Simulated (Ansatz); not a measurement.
The reference is WSe$_{2}$ (space group P6_3/mmc, No. 194; a = 3.230 Å, c = 12.411 Å; layered, stacked along the Cartesian z axis). Axes: x lies along a and z along c of the hexagonal cell.

Method: PBEsol-D3(BJ)/PAW in Ansatz (a first-principles code), spin-orbit coupling left out.

Base values:

| Quantity | Value |
|---|---|
| Smallest direct gap | 1.65 eV |
| Shortest interatomic distance | 2.511 Å |

Modification: tensor shear ε_xz = +1.67 % (engineering shear γ = 0.0334); the atoms relax in the strained cell.

### Question
What does the calculation give for the energy relative to the base after the change?

### Answer
The energy increases by 2.4 meV/atom.

### Question
Predict the new largest internal atomic displacement.

### Answer
The largest internal atomic displacement amounts to 0.053 Å.

### Question
Estimate the effect on the smallest direct gap.

### Answer
The smallest direct gap rises by 0.015 eV (1.65 eV → 1.67 eV).

### Question
What happens to the shortest interatomic distance?

### Answer
The shortest interatomic distance shrinks by 0.004 Å, from 2.511 Å to 2.507 Å.

Spin-orbit coupling, missing from the scalar runs, can matter with W. No phonon test of stability was made.
